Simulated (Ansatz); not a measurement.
System: ZnS (R3m, No. 160, 10 atoms in the cell; start COD 9013410; the formula has other measured phases). Method: r²SCAN in Ansatz (PAW).

Run with plane-wave cutoff 560 eV, 10×10×10 k mesh, Fermi–Dirac smearing 0.01 eV, scalar-relativistic PAW data made under PBE.

Cell (relaxed at this level):

```yaml
crystal:
  lattice:
    - [1.90388, 1.09920, 15.60554]
    - [-1.90388, 1.09920, 15.60554]
    - [0.00000, -2.19841, 15.60554]
  atoms:
    - { symbol: Zn, position: [0.00010, 0.00010, 0.00010] }
    - { symbol: Zn, position: [0.73338, 0.73338, 0.73338] }
    - { symbol: Zn, position: [0.46664, 0.46664, 0.46664] }
    - { symbol: Zn, position: [0.86669, 0.86669, 0.86669] }
    - { symbol: Zn, position: [0.60006, 0.60006, 0.60006] }
    - { symbol: S, position: [0.05004, 0.05004, 0.05004] }
    - { symbol: S, position: [0.78323, 0.78323, 0.78323] }
    - { symbol: S, position: [0.51658, 0.51658, 0.51658] }
    - { symbol: S, position: [0.91662, 0.91662, 0.91662] }
    - { symbol: S, position: [0.64999, 0.64999, 0.64999] }
```

Give the computed band gap.


* **band gap**: 2.76 eV (on the SCF k mesh)

Note: the relaxation could not lower the start's symmetry, so the cell can be a saddle point above a distorted one.

Computing time: roughly 30 core-minutes.

Ansatz is an electronic-structure program.
